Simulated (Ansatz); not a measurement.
An Ansatz (an electronic-structure program) run: Ag2O with a change (isotropic strain +1.20 %); Ansatz, PBEsol, PAW, cutoff 420 eV, no spin-orbit coupling.

Input:

Ansatz 0.2 input:
```yaml
crystal:
  lattice:
    - [4.7631987571, 0, 0]
    - [0, 4.7631987571, 0]
    - [0, 0, 4.7631987571]
  atoms:
    - { symbol: Ag, position: [0.75, 0.25, 0.75] }
    - { symbol: Ag, position: [0.25, 0.75, 0.75] }
    - { symbol: Ag, position: [0.75, 0.75, 0.25] }
    - { symbol: Ag, position: [0.25, 0.25, 0.25] }
    - { symbol: O, position: [0, 0, 0] }
    - { symbol: O, position: [0.5, 0.5, 0.5] }
basis: { ecutwfc: 420, ecutrho_ratio: 4, xc_grid: 2, fft_grid_basis: typed }
kpoints: { mp_grid: { grid: [7, 7, 7] } }
hamiltonian:
  xc: pbesol
  dispersion: none
  pseudopotentials: { kind: paw }
scf: { occupations: { method: fermi_dirac, width: 0.05 }, convergence: { dr2_threshold: 0.0000000006 } }
relax: { f_tol: 0.005, max_steps: 50 }
output: { forces: true, stress: true }
checkpoint: { write: state.ck, write_every: 1000 }
```

Output:

```
Relaxation: its limit of steps is 50 (relax.max_steps)
WARN ansatz: RAYON_NUM_THREADS=1 ignored (pool sized by the plan → 1); use --threads N
Pseudopotentials: kind: paw
Pseudopotential: Ag, paw, valence charge 19
Pseudopotential: O, paw, valence charge 6
Functional definition: PBEsol
Crystal: 6 atoms, lattice volume = 108.068 Å³
Basis set: ecut = 420 eV, 2103 PW (Γ), exchange–correlation on 64×64×64 points (8 copies of the dense FFT grid, shifted against one another)
Bands: 53, of which v1, the nominal top of the filled ones, is band 44 counted from 1 (43 counted from 0)
Symmetry: 48 space group operations
Space group: Pn-3m (ITA 224), of the structure as read, at distance tolerance 4.8e-5 Å
k-points: 20 of 343
PAW frozen core: Ag, regenerated for the run's functional, and the local potential with it
PAW frozen core: O, regenerated for the run's functional, and the local potential with it
Initial density: superposition of atomic densities (neutral atoms: chi_scale 0, normalization atom), corrected by the library's trained network
Initial wavefunctions: pseudopotential atomic-orbital guess
Eigensolver: davidson
Functional: x = pbesol(κ = 0.804, μ = 0.12345679012345678), c = pbesol(β = 0.046)
SCF iter   1: F=—  HF=-31205.841787 eV  |F-HF|=—  |Δ(HF+E_count)|=         —  Δρ=1.64e-2  dr2=2.99e-1  ethr=1.77e-3  ⟨swp⟩=5.8  Hψ=3355  notcnv=0  defer=5
all-band conjugate gradients solve this SCF's bands
preconditioner: auto → Resta (q_TF=auto, 2.636 Å⁻¹)
SCF iter   2: F=—  HF=-31205.776830 eV  |F-HF|=—  |Δ(HF+E_count)|=   6.50e-2  Δρ=3.64e-3  dr2=1.01e-2  ethr=3.40e-4  ⟨swp⟩=2.0  Hψ=1905  notcnv=0  defer=52
SCF iter   3: F=—  HF=-31205.774930 eV  |F-HF|=—  |Δ(HF+E_count)|=   1.90e-3  Δρ=1.42e-3  dr2=2.86e-3  ethr=1.15e-5  ⟨swp⟩=2.0  Hψ=1635  notcnv=0  defer=53
SCF iter   4: F=—  HF=-31205.774733 eV  |F-HF|=—  |Δ(HF+E_count)|=   1.97e-4  Δρ=8.52e-4  dr2=1.17e-3  ethr=3.25e-6  ⟨swp⟩=1.2  Hψ=1011  notcnv=0  defer=53
SCF iter   5: F=—  HF=-31205.774578 eV  |F-HF|=—  |Δ(HF+E_count)|=   1.55e-4  Δρ=2.28e-4  dr2=8.52e-5  ethr=1.33e-6  ⟨swp⟩=2.6  Hψ=1476  notcnv=0  defer=53
SCF iter   6: F=—  HF=-31205.774433 eV  |F-HF|=—  |Δ(HF+E_count)|=   1.45e-4  Δρ=6.50e-5  dr2=4.83e-6  ethr=9.68e-8  ⟨swp⟩=2.1  Hψ=1451  notcnv=0  defer=53
SCF iter   7: F=—  HF=-31205.774423 eV  |F-HF|=—  |Δ(HF+E_count)|=   1.00e-5  Δρ=6.02e-6  dr2=3.55e-8  ethr=5.49e-9  ⟨swp⟩=2.0  Hψ=1485  notcnv=0  defer=53
SCF iter   8: F=—  HF=-31205.774423 eV  |F-HF|=—  |Δ(HF+E_count)|=   4.80e-8  Δρ=1.47e-6  dr2=2.69e-9  ethr=4.03e-11  ⟨swp⟩=2.1  Hψ=1800  notcnv=0  defer=53
SCF iter   9: F=-31205.774423 eV  HF=-31205.774423 eV  |F-HF|=5.82e-11  |Δ(HF+E_count)|=   1.67e-9  Δρ=3.07e-7  dr2=1.09e-10  ethr=1.00e-12  ⟨swp⟩=4.0  Hψ=3427  notcnv=0
SCF 1 converged in 9 iterations: F = -31205.774423 eV  dr2 = 1.09e-10
relax step   1: F+E_penalty+E_count = -31205.77442346 eV  Δ(F+E_penalty+E_count) = +0.000e0 eV  max|allowed force component| = 3.084e-18 eV/Å  Δτ_max = 0.0000 Å  (9 SCF iters, accepted)
the relaxation is at rest under the 48 symmetry operations that the run kept from its start: a minimum is not shown …
SCF converged after 9 iterations
Free energy (F): -31205.774423 eV
Harris-Foulkes:  -31205.774423 eV  (|F-HF|=5.82e-11)
Internal energy: -31205.772001 eV  (E = F + TS)
E sigma→0 (E₀):  -31205.773212 eV
Entropy (-TS):   -0.002423 eV (-0.404 meV/atom)
Fermi energy:    10.353326 eV
--- Per-component energies (eV) ---
  E_band       = -1376.950928
  E_kinetic    = 2450.856650
  E_local      = -11807.534830  (includes V_loc(G=0)·N_el)
  E_nonlocal   = 433.659029
  E_hartree    = 5190.031839
  E_xc         = -872.318170
  E_vxc        = -1113.559041  (∫ρ·V_xc dr)
  E_paw        = -15645.729490  (= ΣΔE_a)
  E_vpaw       = -1720.442838  (= ΣTr[D̂ρ^β])
  E_aug_tail   = 0.006074  (compensation charges beyond the density's cutoff)
  E_ewald      = -10956.104635
  E_core_change = 1.361532  (= ΣΔE_core)
  E_smearing   = -0.002423  (= −TS)
  E_closure    = 0.000000  (closes the sum)
  Σ components = -31205.774423   (vs F -31205.774423, Δ=0.00e0)
  [band-id]    e_kinetic+e_local+e_nonlocal+2·e_hartree+e_vxc+e_vpaw+e_augmentation_tail = -1376.951279   (vs E_band -1376.950928, Δ=-3.50e-4)
--- Forces (eV/Å), atoms counted from 1 ---
  atom   1  Ag     0.00000000    -0.00000000    -0.00000000
  atom   2  Ag     0.00000000    -0.00000000    -0.00000000
  atom   3  Ag     0.00000000    -0.00000000     0.00000000
  atom   4  Ag     0.00000000    -0.00000000     0.00000000
  atom   5  O      0.00000000     0.00000000    -0.00000000
  atom   6  O      0.00000000     0.00000000     0.00000000
  max |Σ_I F_I| component: 2.31e-18 eV/Å
--- Stress (GPa, compression-positive) ---
       -2.864023       0.000000       0.000000
        0.000000      -2.864023       0.000000
        0.000000       0.000000      -2.864023
  P = ⅓ Tr σ = -2.8640 GPa (-28.640 kbar)
  The stress holds the Pulay correction. Without it, at fixed plane waves, as pw.x and ABINIT print it: P = -3.1407 GPa
  The stress includes an estimate of the error left by incomplete SCF convergence (largest component 0.0001 GPa).
--- Band table ---
  band table: none
--- Relaxed structure (1 steps of the walk, 1 accepted, 0 SCFs on fresh bases) ---
  F+E_penalty+E_count = -31205.77442346 eV   max|allowed force component| = 3.084e-18 eV/Å
  atoms:
    - { symbol: Ag, position: [0.75, 0.25, 0.75] }
    - { symbol: Ag, position: [0.25, 0.75, 0.75] }
    - { symbol: Ag, position: [0.75, 0.75, 0.25] }
    - { symbol: Ag, position: [0.25, 0.25, 0.25] }
    - { symbol: O, position: [0.0, 0.0, 0.0] }
    - { symbol: O, position: [0.5, 0.5, 0.5] }
```

The mesh was chosen for an insulator and is coarse for the gapless case. Whether these cells are dynamically stable was not tested. No Hubbard U is applied, and correlation can decide whether such a compound is a metal. All final runs are without spin polarisation. The cell was made from Ag$_{2}$O (space group Pn-3m, No. 224) by this change: isotropic strain +1.20 %.
